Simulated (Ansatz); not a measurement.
C under load (space group Fd-3m), Ansatz (an electronic-structure program) with PBE, rigid bands. Condition of this run: hydrostatic pressure of 44 GPa (compression positive) (the target of the relaxation). Band gap 4.35 eV, N_c = 5.90e19 cm⁻³ and N_v = 3.89e19 cm⁻³ at 300 K, conductivity masses of 0.406 mₑ (electrons) and 0.495 mₑ (holes). Take k_BT = 0.02585 eV.

### Question
What thermal injection velocity √(2k_BT/πm) limits a ballistic channel?

### Answer
8.44e6 cm/s for electrons and 7.65e6 cm/s for holes, a ratio of √(m_h/m_e) = 1.10, for dilute carriers.

### Question
Find the intrinsic carrier density and the intrinsic Fermi level.

### Answer
n_i = √(N_c N_v) exp(−E_g/2k_BT) = 4.79e19 × exp(−84.13) = 1.4e-17 cm⁻³. The level lies (k_BT/2) ln(N_v/N_c) = -5 meV from mid-gap (positive towards the conduction band). Each 0.1 eV added to the gap lowers n_i by a factor of 6.9.

### Question
A film of it is 5 nm thick. Estimate the confinement energies in an infinite well.

### Answer
ħ²π²/(2m t²) = 0.376 eV·nm²/(m/mₑ × t²) gives 37.0 meV for electrons and 30.4 meV for holes, so the gap would widen to about 4.42 eV. Finite barriers and nonparabolic bands lower this, and with several valleys or bands the heaviest mass along the normal sets the lowest level, not this average.

Rigid bands with the computed gap; masses take one relaxation time for all states. Spin-orbit coupling is left out. Geometry: cell and atoms relaxed with PBEsol.
